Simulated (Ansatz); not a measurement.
# 3 layers of blue-P, started at antiparallel, no shift (facing P atop P, which symmetry holds and which is mostly a maximum against sliding; blue-P a predicted or substrate-bound sheet, here free)

Calculation: PBE+D3(BJ) (plane waves to 420 eV, PAW; Ansatz, a quantum-chemistry and plane-wave program). Spin–orbit coupling is left out; PBE gaps are too small against experiment. Its k-point mesh 12×12×1, Fermi–Dirac width 0.01 eV. A dipole correction is on.

| Property | Value |
|---|---|
| gap between facing atomic planes | 3.91, 3.91 Å |
| step of the vacuum level across the stack (top less bottom) | 0.00 eV |
| PBE gap over the mesh and listed points off it | 1.27 eV, indirect (lowest direct gap 1.71 eV) |
| valence and conduction edges under the vacuum level of the lower face | 5.71 and 4.44 eV |

```
P
1.0
    3.25388     0.00000     0.00000
   -1.62694     2.81794     0.00000
    0.00000     0.00000    28.42000
P
6
Cartesian
  0.00000   1.87863   8.42858
  1.62694   0.93931   9.67412
  1.62694   0.93931  13.58750
  0.00000   1.87863  14.83290
  0.00000   1.87863  18.74568
  1.62694   0.93931  19.99122
```
